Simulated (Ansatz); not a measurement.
# Refining one setting for RbV3Se2O12 (P6_3, 36 atoms in the cell)

```
CELL_PARAMETERS angstrom
      7.21419     0.00000     0.00000
     -3.60709     6.24767     0.00000
      0.00000     0.00000    11.59371
ATOMIC_POSITIONS crystal
  Rb 0.66667 0.33333 0.02243
  Rb 0.33333 0.66667 0.52243
  V  0.21288 0.87974 0.20889
  V  0.33314 0.21288 0.70889
  V  0.12026 0.33314 0.20889
  V  0.78712 0.12026 0.70889
  V  0.66686 0.78712 0.20889
  V  0.87974 0.66686 0.70889
  Se 0.33333 0.66667 0.98351
  Se 0.66667 0.33333 0.48351
  Se 0.00000 0.00000 0.43070
  Se 0.00000 0.00000 0.93070
  O  0.19840 0.77910 0.04740
  O  0.41930 0.19840 0.54740
  O  0.22090 0.41930 0.04740
  O  0.80160 0.22090 0.54740
  O  0.58070 0.80160 0.04740
  O  0.77910 0.58070 0.54740
  O  0.11450 0.86560 0.36700
  O  0.24890 0.11450 0.86700
  O  0.13440 0.24890 0.36700
  O  0.88550 0.13440 0.86700
  O  0.75110 0.88550 0.36700
  O  0.86560 0.75110 0.86700
  O  0.45660 0.92060 0.23780
  O  0.53600 0.45660 0.73780
  O  0.07940 0.53600 0.23780
  O  0.54340 0.07940 0.73780
  O  0.46400 0.54340 0.23780
  O  0.92060 0.46400 0.73780
  O  0.25450 0.12130 0.17560
  O  0.13320 0.25450 0.67560
  O  0.87870 0.13320 0.17560
  O  0.74550 0.87870 0.67560
  O  0.86680 0.74550 0.17560
  O  0.12130 0.86680 0.67560
```
Moments meant for the start (each program seeds them in its own way; μB, in the order of the atoms Rb Rb V V V V V V Se Se Se Se O O O O O O O O O O O O O O O O O O O O O O O O): 0.0 0.0 2.0 2.0 2.0 2.0 2.0 2.0 0.0 0.0 0.0 0.0 0.0 0.0 0.0 0.0 0.0 0.0 0.0 0.0 0.0 0.0 0.0 0.0 0.0 0.0 0.0 0.0 0.0 0.0 0.0 0.0 0.0 0.0 0.0 0.0.

Method: PBEsol, default PAW files made with PBE (plane waves; Ansatz, a first-principles code).

The starting cell comes from a database of published, mostly measured structures (it also holds non-ambient and calculated ones), without a prior relaxation at this level. Its lattice was rescaled by a random factor within 2.5 % of one. The starting moments vanished: the run ended non-magnetic, which need not be the lowest state. The program warned that a starting moment was not kept. In the base run, with a pressure of about -4 GPa the cell is away from its equilibrium volume at this level. Ansatz's pressure includes its estimate of the finite-basis (Pulay) stress.

Held fixed: basis.ecutwfc = 420 eV; hamiltonian.xc = pbesol; hamiltonian.pseudopotentials = {kind: paw} (the program's default PAW files); magnetization.spin_polarized = true; scf.occupations.method = fermi_dirac; scf.occupations.width = 0.1 eV.

ΔF is the free energy per atom less that of the last row (6 6 4).

| kpoints.mp_grid.grid | ΔF (meV/atom) | pressure (GPa) | largest force (eV/Å) | k-points | iterations |
|---|---|---|---|---|---|
| 1 1 1 | 28.5 | -3.93 | 0.846 | 1 | 16 |
| 2 2 1 | 2.2 | -3.93 | 0.600 | 2 | 16 |
| 3 3 2 | 0.17 | -3.97 | 0.581 | 6 | 16 |
| 4 4 2 | 0.03 | -3.97 | 0.579 | 8 | 17 |
| 5 5 3 | 0.00 | -3.97 | 0.579 | 10 | 16 |
| 6 6 4 | 0.00 | -3.97 | 0.579 | 24 | 15 |

Pressure within 0.5 GPa of the last row: from kpoints.mp_grid.grid = 1 1 1 on, the coarsest one. The value it settles on is -4.0 GPa at this level of theory and with the other settings as held.

Largest force within 0.01 eV/Å of the last row: from kpoints.mp_grid.grid = 3 3 2 on; the one before it is off by 0.021 eV/Å. The value it settles on is 0.579 eV/Å at this level of theory and with the other settings as held.

Left out of this page: 2 runs of the series stopped by limits of time or memory.

Keys are those of Ansatz 0.2.
